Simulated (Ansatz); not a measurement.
System: AlB2-type TiB2. Method: r²SCAN (Ansatz, a first-principles code, PAW).

Run with plane-wave cutoff 600 eV, 24×24×20 k mesh (along the axes of the cell as run), Fermi–Dirac smearing 0.057 eV (set by the program), no spin polarisation, scalar-relativistic PAW data made under PBE.

Cell (measured lattice):

```cif
data_B2Ti
_chemical_formula_sum 'Ti1 B2'
_space_group_name_H-M_alt 'P6/mmm'
_space_group_IT_number 191
_space_group_name_Hall '-P 6 2'
_cell_length_a 3.02360
_cell_length_b 3.02360
_cell_length_c 3.22040
_cell_angle_alpha 90.000
_cell_angle_beta 90.000
_cell_angle_gamma 120.000
loop_
_atom_site_label
_atom_site_type_symbol
_atom_site_symmetry_multiplicity
_atom_site_Wyckoff_symbol
_atom_site_fract_x
_atom_site_fract_y
_atom_site_fract_z
_atom_site_occupancy
Ti1 Ti 1 a 0.00000 0.00000 0.00000 1
B1 B 2 d 0.33333 0.66667 0.50000 1
```

### Question
Predict the Young modulus, elastic constant C11, elastic constant C12, elastic constant C13, elastic constant C33, elastic constant C44 and elastic constant C66.

### Answer

- Young modulus: 601 GPa
- elastic constant C11: 681 GPa
- elastic constant C12: 66.5 GPa
- elastic constant C13: 103 GPa
- elastic constant C33: 470 GPa
- elastic constant C44: 268 GPa
- elastic constant C66: 307 GPa

Measured, for comparison: elastic constant C11 660 GPa, elastic constant C12 48 GPa, elastic constant C13 93 GPa, elastic constant C33 432 GPa, elastic constant C44 260 GPa (temperature not stated, no zero-point or thermal correction; as tabulated in Liu et al. (2023), arXiv:2002.00005). Computed (rounded) less measured: elastic constant C11 +3 %, elastic constant C12 +39 %, elastic constant C13 +11 %, elastic constant C33 +9 %, elastic constant C44 +3 %. A static lattice is as a rule a little smaller and stiffer than an uncorrected measurement, which narrows the difference in the elastic constant C11, elastic constant C33, elastic constant C44 and would widen misses of the other sign.

Note: the cell isn't this level's own, so it is under some stress, which shifts stiffness and frequencies.

Elastic constants are with the ions relaxed.

The computed numbers hold no vibrational or temperature effects.

Computing time: around 50 core-minutes (rough).
